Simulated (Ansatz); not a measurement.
The starting structures come from a database of crystals and need not be the phases stable at ambient conditions.

Consider the following.

```xyz
4
Lattice="4.3836 0.0000 0.0000 0.0000 7.1480 0.0000 2.1918 0.0000 3.7963" Properties=species:S:1:pos:R:3 pbc="T T T"
Cd     0.0000     3.6438     0.0000
Cd     2.1918     7.0791     1.2654
Se     2.1918     2.6751     1.2654
S      0.0000     6.2733     0.0000
```

Space group of this cell: P3m1. The cell is strained (all lengths scaled by 1.02); by r2SCAN its mean pressure is -4.2 GPa.

Transport runs along the normal of the first two printed cell vectors, the (100) plane of the conventional cell.

The gap is the functional's own, uncorrected, and κ follows it; spin-orbit coupling is left out. Mid-gap values are interpolated between the computed energies.

Problem. Estimate the band gap and the smallest decay constant κ at mid-gap that r2SCAN (Ansatz, an electronic-structure program) returns for this system.

Solution. Gap 1.01 eV on a 8×4×8 mesh; κ = 0.086 1/Å, at the zone centre.
